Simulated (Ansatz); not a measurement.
Zr2C (model structure, started from the Cu2Sb type, P4/nmm, No. 129, 6 atoms in the cell)

Calculation: r²SCAN in Ansatz (plane waves, PAW).

Settings: plane-wave cutoff 560 eV, 12×12×8 k mesh (along the axes of the cell as run), Fermi–Dirac smearing 0.05 eV, scalar-relativistic PAW data made under PBE.

Cell (relaxed at this level):

Space group P4/nmm, origin choice 1 (No. 129); a = b = 3.6348 Å, c = 6.9768 Å, α = β = γ = 90.00°

| atom | site | symmetry | x | y | z |
|---|---|---|---|---|---|
| Zr | 2a | -4m2 | 0.0000 | 0.0000 | 0.0000 |
| Zr | 2c | 4mm | 0.5000 | 0.0000 | 0.3698 |
| C | 2c | 4mm | 0.0000 | 0.5000 | 0.2713 |

```json
{
  "band_gap": "zero (no gap)",
  "bulk_modulus": "163 GPa"
}
```

Note: the bulk modulus is −V dP/dV from two relaxed cells at ±2 % in volume; the relaxation could raise the start's symmetry but not lower it, so the cell can be a saddle point.

Spin–orbit coupling is not included.

Static lattice: no zero-point or thermal effects.

It cost roughly 17 core-minutes of CPU time.

A model structure was made by putting elements into a prototype or built by hand; it is no filed structure, need not be a known phase, and can be a saddle point held by its symmetry.

Ansatz is an electronic-structure program.
